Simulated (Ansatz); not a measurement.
AlIr (model structure, Fm-3m, No. 225, 2 atoms in the cell), treated with PBEsol in Ansatz (plane waves, PAW).

Run with plane-wave cutoff 520 eV, 20×20×20 k mesh, Fermi–Dirac smearing 0.05 eV, no spin polarisation, scalar-relativistic PAW data made under PBE.

Cell (relaxed at this level):

```xyz
2
Lattice="0.0000 2.4994 2.4994 2.4994 0.0000 2.4994 2.4994 2.4994 0.0000" Properties=species:S:1:pos:R:3 pbc="T T T"
Ir     0.0000     0.0000     0.0000
Al     2.4994     2.4994     2.4994
```

**Question.** Estimate the bulk modulus B0 that the calculation returns.

**Answer.** 
- bulk modulus B0: 168 GPa

Note: the run has no spin polarisation, so it can have missed a magnetic state; the bulk modulus is −V dP/dV from two relaxed cells at ±2 % in volume; the relaxation could raise the start's symmetry but not lower it, so the cell can be a saddle point.

Spin–orbit coupling is not included.

The result took about 21 core-seconds (a rough figure).

A model structure was made by putting elements into a prototype or built by hand; it is no filed structure, need not be a known phase, and can be a saddle point held by its symmetry.

Ansatz is a quantum-chemistry and plane-wave program.
